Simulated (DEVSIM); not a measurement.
System: abrupt GaP p-n junction, at 300 K.

Layer 1 from the left is GaP, thickness (μm) 0.300, Na (cm⁻³) 2.4e17, τn (s) 1.1e-7, τp (s) 1.1e-7. Layer 2 from the left is GaP, thickness (μm) 20.0, Nd (cm⁻³) 1.2e15, τn (s) 1.1e-7, τp (s) 1.1e-6.

Left contact: ohmic. Right contact: ohmic. Voltage is applied to the left contact. Recombination: SRH at mid-gap, radiative, Auger. Mobility is constant in doping.

The device is made up for the run: typed textbook-type constants, with dimensions and the other settings drawn at random. Values at 300 K.

GaP: gap (eV) 2.26, affinity (eV) 3.8, permittivity 11.1, Nc (cm⁻³) 1.8e19, Nv (cm⁻³) 1.9e19, μn (cm²/Vs) 250, μp (cm²/Vs) 150, B (cm³/s) 1e-13, Cn (cm⁶/s) 1e-30, Cp (cm⁶/s) 1e-30.

Simulated with DEVSIM: 1D drift-diffusion, Boltzmann statistics, complete ionisation; no tunnelling, impact ionisation, image-force lowering or self-heating.

Dark forward current:

| |V| (V) | |J| (A/cm²) |
|---|---|
| 0.70 | 1.889e-12 |
| 0.75 | 5.090e-12 |
| 0.80 | 1.373e-11 |
| 0.85 | 3.710e-11 |
| 0.90 | 1.004e-10 |
| 0.95 | 2.721e-10 |
| 1.00 | 7.390e-10 |
| 1.05 | 2.012e-9 |
| 1.10 | 5.494e-9 |
| 1.15 | 1.506e-8 |
| 1.20 | 4.153e-8 |
| 1.25 | 1.157e-7 |
| 1.30 | 3.283e-7 |
| 1.35 | 9.682e-7 |
| 1.40 | 3.080e-6 |
| 1.45 | 1.119e-5 |
| 1.50 | 4.888e-5 |
| 1.55 | 0.0002564 |
| 1.60 | 0.001533 |
| 1.65 | 0.009790 |
| 1.70 | 0.06181 |
| 1.75 | 0.3305 |
| 1.80 | 1.275 |
| 1.85 | 3.547 |
| 1.90 | 7.703 |
| 1.95 | 14.08 |

Question: Work out the local ideality factor n = ΔV / (kT/q · ln(J2/J1)) between the rows 0.70 and 0.75 V, 1.60 and 1.65 V, 1.90 and 1.95 V.

Answer: kT/q = 25.85 mV. From 0.70 to 0.75 V: ln(5.090e-12/1.889e-12) = 0.991, n = 1.95, near the 2 of recombination in the depletion region. From 1.60 to 1.65 V: ln(0.009790/0.001533) = 1.854, n = 1.04, near the 1 of diffusion or emission over a barrier. From 1.90 to 1.95 V: ln(14.08/7.703) = 0.603, n = 3.21.

Question: Estimate the current at 1.65 V from the Shockley equation with J0 = Σ q ni² D/(N L) coth(W/L), τ joining the SRH, radiative and Auger lifetimes that are on, and W taken as the whole layer.

Answer: ni² = 3.67 cm⁻⁶; electrons in the p layer: μ = 250 cm²/Vs, D = 6.46 cm²/s, τ = 1.09e-7 s, L = 8.39 μm, W/L = 0.036, term 5.28e-31 A/cm²; holes in the n layer: μ = 150 cm²/Vs, D = 3.88 cm²/s, τ = 1.10e-6 s, L = 20.7 μm, W/L = 0.97, term 1.23e-30 A/cm². J0 = 1.76e-30 A/cm², and J = J0 exp(qV/kT) = 0.00925 A/cm². The simulation gives 0.00979 A/cm²; the estimate lies 5.5 % below. The estimate leaves out recombination in the depletion region and that region's share of W.
